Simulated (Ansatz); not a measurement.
# monolayer SnS₂: band-edge transport data

Data:

```
CELL_PARAMETERS angstrom
      3.77553     0.00000     0.00000
     -1.88777     3.26971     0.00000
      0.00000     0.00000    18.93629
ATOMIC_POSITIONS crystal
  Sn 0.00000 0.00000 0.50000
  S  0.33333 0.66667 0.57671
  S  0.66667 0.33333 0.42329
```

Calculation: PBE with spin-orbit coupling, rigid bands (plane waves, PAW; Ansatz, a quantum-chemistry and plane-wave program). Condition of this run: biaxial strain +2 % with spin-orbit coupling. Geometry: cell and atoms relaxed with PBE, then loaded as said.

```yaml
band_gap: 1.61 eV
electron conductivity mass (300 K, dilute): 0.42 mₑ
hole conductivity mass (300 K, dilute): 0.75 mₑ
effective density of states N_c (300 K): 1.5e13 cm⁻²
effective density of states N_v (300 K): 7.4e13 cm⁻²
Seebeck coefficient, n-type 1.9e12 cm⁻², 300 K: -352 μV/K
Seebeck coefficient, p-type 1.9e12 cm⁻², 300 K: 481 μV/K
```

Rigid bands; masses and Seebeck coefficients take one relaxation time τ for all states and one kind of carrier; polarons and phonon drag are left out.
